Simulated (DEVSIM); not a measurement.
Structure: abrupt Si n-p junction, at 300 K.

Layer 1 from the left is Si, thickness (μm) 93.0, Nd (cm⁻³) 1.2e16, τn (s) 4e-5, τp (s) 4e-5. Layer 2 from the left is Si, thickness (μm) 26.0, Na (cm⁻³) 2.1e15, τn (s) 4e-5, τp (s) 4e-5.

Left contact: ohmic. Right contact: ohmic. Voltage is applied to the left contact. Recombination: SRH at mid-gap, radiative. Mobility is μmin + (μ − μmin)/(1 + (N/Nref)^α).

The device is made up for the run: typed textbook-type constants, with dimensions and the other settings drawn at random. Values at 300 K.

Si: gap (eV) 1.124, affinity (eV) 4.05, permittivity 11.7, Nc (cm⁻³) 2.86e19, Nv (cm⁻³) 3.1e19, μn (cm²/Vs) 1417, μp (cm²/Vs) 470, μn,min 52, μp,min 45, Nref,n 9.7e16, Nref,p 2.2e17, αn 0.68, αp 0.72, B (cm³/s) 4.7e-15.

Q: Estimate by hand the built-in potential, the peak field at zero bias, the capacitance at 0.6 V, and compare with a numerical solution.

A: 
- Built-in potential: ni = √(Nc Nv) exp(−Eg/2kT) = 1.08e10 cm⁻³ with Eg = 1.124 eV; Vbi = kT/q ln(Na Nd/ni²) = 0.675 V; numerical 0.675 V.
- Peak field at zero bias: depletion approximation: W = √(2εVbi/(qN)) = 0.699 μm with N = 1.79e15 cm⁻³; field = 2Vbi/W = 19300 V/cm; numerical 18600 V/cm (estimate above by 3.9 %).
- Capacitance at 0.6 V: C = √(qεN / 2(Vbi + |V|)) = 10.8 nF/cm²; numerical 11.0 nF/cm² (estimate below by 2.1 %).

Simulated with DEVSIM: 1D drift-diffusion, Boltzmann statistics, complete ionisation; no tunnelling, impact ionisation, image-force lowering or self-heating.
